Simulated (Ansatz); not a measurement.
The parent structure is PbSe in the rock salt structure (space group Fm-3m, No. 225; a = 6.1016 Å).

Level of theory: Ansatz (a quantum-chemistry and plane-wave program) PBEsol, scalar-relativistic without spin-orbit coupling.

Before the change:

```
Item        Result
--------  --------
Pressure  0.00 GPa
```

One thing is altered: an isotropic linear strain of −2.00 %, atoms relaxed at fixed cell.

Q: Estimate the effect on the energy relative to the base and pressure.

A: The energy rises by 18 meV/atom; the pressure goes from zero to 3.70 GPa.

Whether these cells are dynamically stable was not tested.
